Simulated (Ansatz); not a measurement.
Consider MgO in the wurtzite structure (space group P6_3mc, No. 186; a = 3.303 Å, c = 5.021 Å; a cell from a computed database, its experimental status unchecked).

Perturbation: hydrostatic tension (pressure −1 GPa).

Levels (all Ansatz, a program for electronic structure, PAW): PBEsol (420 eV, no spin-orbit coupling); HSE06 (420 eV, no spin-orbit coupling).

The geometry is relaxed with PBEsol.

| Item | Result |
|---|---|
| PBEsol lowest conduction level above the VBM at special points | Γ 3.33 eV; A 5.82 eV; L 7.22 eV |

With HSE06 at the same geometry, the lowest conduction level above the VBM at special points becomes Γ 5.06 eV; A 7.62 eV; L 9.07 eV (PBEsol: Γ 3.33 eV; A 5.82 eV; L 7.22 eV).

Single points use the geometry relaxed with PBEsol. The levels and masses belong to the bands next to the band gap. Load acts through the strain it causes; cell and atoms are relaxed under it. Stability against distortions was not tested. This is not the structure that MgO has at room temperature and ambient pressure.
